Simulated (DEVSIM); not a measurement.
System: Schottky contact on n-type Si, at 300 K.

Layer 1 from the left is Si, thickness (μm) 2.60, Nd (cm⁻³) 2.2e18, τn (s) 0.00034, τp (s) 0.00034. Layer 2 from the left is Si, thickness (μm) 17.0, Nd (cm⁻³) 1.5e18, τn (s) 0.00034, τp (s) 0.00034.

Left contact: Schottky, work function 4.69 eV, emission velocity 3.9e6 cm/s. Right contact: ohmic. Voltage is applied to the left contact. Recombination: SRH at mid-gap, radiative, Auger. Mobility is μmin + (μ − μmin)/(1 + (N/Nref)^α).

Constants are typed, rounded textbook-type inputs, not results; the design itself was drawn at random and stands for no fabricated device. Values at 300 K.

Si: gap (eV) 1.124, affinity (eV) 4.05, permittivity 11.7, Nc (cm⁻³) 2.86e19, Nv (cm⁻³) 3.1e19, μn (cm²/Vs) 1417, μp (cm²/Vs) 470, μn,min 52, μp,min 45, Nref,n 9.7e16, Nref,p 2.2e17, αn 0.68, αp 0.72, B (cm³/s) 4.7e-15, Cn (cm⁶/s) 2.8e-31, Cp (cm⁶/s) 9.9e-32.

Simulated with DEVSIM: 1D drift-diffusion, Boltzmann statistics, complete ionisation; no tunnelling, impact ionisation, image-force lowering or self-heating. Metal contacts follow the ideal Schottky-Mott rule: no Fermi-level pinning, no interface dipoles.

### Question
What does the simulation give for the dark forward voltage at 100 A/cm², the potential step across the device at zero bias, the dark forward voltage at 1 A/cm²?

### Answer
dark forward voltage at 100 A/cm² 0.333 V; potential step across the device at zero bias 0.564 V; dark forward voltage at 1 A/cm² 0.209 V.
